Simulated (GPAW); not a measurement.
# A self-consistent single point of Sb (Pm-3m, 1 atom in the cell) with GPAW

Level of theory: LDA (Perdew-Wang 92), GPAW PAW datasets LDA (gpaw-data 1.0.1) (plane waves; GPAW).

The input file:

```python
from ase import Atoms
from ase.units import GPa
from gpaw import GPAW, PW

atoms = Atoms(['Sb'],
              cell=[[3.074090, 0.000000, 0.000000],
                    [0.000000, 3.074090, 0.000000],
                    [0.000000, 0.000000, 3.074090]],
              scaled_positions=[[0.000000, 0.000000, 0.000000]],
              pbc=True)

calc = GPAW(mode=PW(550),
            xc='LDA',
            kpts=(9, 9, 9),
            occupations={'name': 'methfessel-paxton', 'width': 0.1, 'order': 0},
            nbands=-7,
            convergence={'density': 1e-05, 'energy': 1e-05},
            symmetry={'symmorphic': False, 'tolerance': 0.0005},
            maxiter=150,
            txt='-')

atoms.calc = calc

energy = atoms.get_potential_energy()
print('Energy (eV):', round(energy, 6))
forces = atoms.get_forces()
print('Forces (eV/Ang):')
print(forces.round(5))
stress = atoms.get_stress()
print('Stress (GPa, Voigt):', (stress / GPa).round(4))
```

The program printed (abridged):

```
Input parameters:
  convergence: {density: 1e-05,
                energy: 1e-05}
  kpts: [9 9 9]
  maxiter: 150
  mode: {ecut: 550.0,
         name: pw}
  nbands: -7
  occupations: {name: methfessel-paxton,
                order: 0,
                width: 0.1}
  symmetry: {symmorphic: False,
             tolerance: 0.0005}

species:
  Sb:
    name: Antimony
    Z: 51.0
    valence: 15
    core: 36
    charge: 0.0
    file: Sb.LDA.gz

    # Using partial waves for Sb as LCAO basis

Reference energy: -176132.436306  # eV

Spin-paired calculation

Convergence criteria:
 Maximum [total energy] change in last 3 cyles: 1e-05 eV / valence electron
 Maximum integral of absolute [dens]ity change: 1e-05 electrons / valence electron
 Maximum integral of absolute [eigenst]ate change: 4e-08 eV^2 / valence electron
 Maximum number of scf [iter]ations: 150

Symmetries present (total): 48
Symmetries with fractional translations: 0
729 k-points: 9 x 9 x 9 Monkhorst-Pack grid
35 k-points in the irreducible part of the Brillouin zone
       k-points in crystal coordinates                weights
   0:     0.00000000    0.00000000    0.00000000          1/729
   1:     0.11111111    0.00000000    0.00000000          6/729
   2:     0.11111111    0.11111111    0.00000000         12/729
   [... 7 lines left out ...]
          ...
  34:     0.44444444    0.44444444    0.44444444          8/729

Wave functions: Plane wave expansion
  Cutoff energy: 550.000 eV
  Number of coefficients (min, max): 842, 870
  Pulay-stress correction: 0.000000 eV/Ang^3 (de/decut=0.000000)

Occupation numbers: Methfessel-Paxton:
  width: 0.1000  # eV
  order: 0

Eigensolver

Densities:
  Coarse grid: 18*18*18 grid
  Fine grid: 36*36*36 grid
  Total Charge: 0.000000

Density mixing:
  Method: separate
  Backend: pulay
  Linear mixing parameter: 0.05
  old densities: 5
  Damping of long wavelength oscillations: 50

Hamiltonian:
  XC and Coulomb potentials evaluated on a 36*36*36 grid
  External potential:
    NoExternalPotential

Number of atoms: 1
Number of atomic orbitals: 9
Number of bands in calculation: 14
Number of valence electrons: 15
Bands to converge: occupied

Density initialized from atomic densities
  9 bands from LCAO basis set
  5 bands from random numbers

Atomic positions and initial magnetic moments

Positions:
   0 Sb     0.000000    0.000000    0.000000    ( 0.0000,  0.0000,  0.0000)

Unit cell:
           periodic     x           y           z      points  spacing
  1. axis:    yes    3.074090    0.000000    0.000000    18     0.1708
  2. axis:    yes    0.000000    3.074090    0.000000    18     0.1708
  3. axis:    yes    0.000000    0.000000    3.074090    18     0.1708

  Lengths:   3.074090   3.074090   3.074090
  Angles:   90.000000  90.000000  90.000000

Effective grid spacing dv^(1/3) = 0.1708

     iter     time        total  log10-change:
                         energy   eigst   dens
iter:   1 --:--:--    -5.065181
iter:   2 --:--:--    -5.081824   -0.86  -1.78
iter:   3 --:--:--    -5.078929   -2.32  -1.80
iter:   4 --:--:--    -5.079835   -3.30  -2.51
iter:   5 --:--:--    -5.078708   -4.51  -2.85
iter:   6 --:--:--    -5.078486   -4.90  -3.11
iter:   7 --:--:--    -5.078471   -5.89  -3.68
iter:   8 --:--:--    -5.078457c  -5.75  -3.70
iter:   9 --:--:--    -5.078458c  -6.73  -4.17
iter:  10 --:--:--    -5.078458c  -8.19c -4.33
iter:  11 --:--:--    -5.078458c  -7.94c -4.33
iter:  12 --:--:--    -5.078458c  -7.57c -4.60
iter:  13 --:--:--    -5.078458c  -8.56c -5.11c

Converged after 13 iterations.

Dipole moment: (-0.000000, 0.000000, -0.000000) |e|*Ang

Energy contributions relative to reference atoms: (reference = -176132.436306)

Kinetic:         -1.640284
Potential:       +0.919676
External:        +0.000000
XC:              -4.541031
Entropy (-ST):   -0.004039
Local:           +0.185201
SIC:             +0.000000
--------------------------
Free energy:     -5.080477
Extrapolated:    -5.078458

Showing only first 2 kpts
 Kpt  Band  Eigenvalues  Occupancy
  0     5     -5.83631    2.00000
  0     6     10.06201    0.00000
  0     7     10.06201    0.00000
  0     8     10.06201    0.00000

  1     5     -5.65388    2.00000
  1     6      8.17054    0.00000
  1     7     10.24181    0.00000
  1     8     10.24181    0.00000

Fermi level: 6.89235

No gap
No difference between direct/indirect transitions
Energy (eV): -5.078458

Forces in eV/Ang:
  0 Sb    0.00000    0.00000    0.00000

Stress tensor:
     0.017059     0.000000     0.000000
     0.000000     0.017059     0.000000
     0.000000     0.000000     0.017059
Stress (GPa, Voigt): [2.7331 2.7331 2.7331 0.     0.     0.    ]
```

The run converged in 13 iterations. GPAW prints stress with tension positive.

The starting cell comes from a database of computed structures (which also holds hypothetical and non-ambient phases and stackings), without a prior relaxation at this level. Its lattice was rescaled by up to half a per cent. Spin-orbit coupling is off.
